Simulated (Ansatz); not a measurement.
Partial pair distribution functions of a relaxed model of amorphous Hf18O37Ag2, broadened by 0.06 Å; density 8.95 g/cm³. Level of theory: PBE, scalar-relativistic without spin-orbit coupling (plane waves to 420 eV, PAW; Ansatz, a quantum-chemistry and plane-wave program).

The cell was made by melting and quenching with the CHGNet potential and then relaxed with DFT. O atoms were pushed apart under 1.9 Å during the dynamics, to hinder bonds among them. The hot cell started wider than the set density and was brought back towards it in steps. It is the lowest in DFT energy of 2 quenches. It is a model cell: composition and starting density were chosen by hand, and all elements were melted together. No dispersion term was used. Its density started from a set value of 8.95 and ended at 8.95 g/cm³. The quench (nominally 300 K/ps over its main leg) was far faster than any real one, so the model tends to hold more defects than a real film. One small periodic cell is one sample of the glass; other quenches scatter about these values. The volume was held where the preparation left it and the shape relaxed, at a PBE pressure of 1.5 GPa. Stress components on the final sampling reach 2.3 GPa. Cycles of charging lowered its energy after that relaxation.

| r (Å) | g Hf-O | g O-Ag | g Hf-Hf | g O-O |
|---|---|---|---|---|
| 1.75 | 0.01 | 0.00 | 0.00 | 0.00 |
| 1.85 | 0.42 | 0.00 | 0.00 | 0.00 |
| 1.95 | 3.18 | 0.08 | 0.00 | 0.00 |
| 2.05 | 7.51 | 1.18 | 0.00 | 0.00 |
| 2.15 | 5.87 | 2.28 | 0.00 | 0.00 |
| 2.25 | 3.06 | 1.46 | 0.00 | 0.02 |
| 2.35 | 1.14 | 0.65 | 0.00 | 0.15 |
| 2.45 | 0.40 | 1.96 | 0.00 | 0.63 |
| 2.55 | 0.21 | 2.18 | 0.00 | 1.88 |
| 2.65 | 0.14 | 1.52 | 0.00 | 1.97 |
| 2.75 | 0.04 | 0.33 | 0.00 | 2.40 |
| 2.85 | 0.09 | 0.65 | 0.00 | 2.55 |
| 2.95 | 0.14 | 0.11 | 0.10 | 1.67 |
| 3.05 | 0.23 | 0.01 | 0.40 | 2.05 |
| 3.15 | 0.20 | 0.49 | 1.13 | 1.56 |
| 3.25 | 0.25 | 1.53 | 2.45 | 1.00 |
| 3.35 | 0.31 | 0.73 | 2.89 | 1.12 |
| 3.45 | 0.56 | 0.59 | 2.66 | 1.07 |
| 3.55 | 0.66 | 0.98 | 1.89 | 0.79 |
| 3.65 | 0.89 | 1.48 | 2.08 | 0.66 |
| 3.75 | 0.63 | 1.58 | 2.27 | 0.75 |
| 3.85 | 1.15 | 1.24 | 2.19 | 0.96 |
| 3.95 | 1.22 | 0.71 | 2.28 | 0.78 |
| 4.05 | 1.12 | 1.43 | 1.35 | 0.97 |
| 4.15 | 1.23 | 1.20 | 0.73 | 0.95 |
| 4.25 | 1.02 | 0.78 | 0.68 | 0.76 |
| 4.35 | 1.28 | 0.93 | 0.24 | 0.69 |

Within 2.70 Å each Hf has 6.17 O neighbours on average.
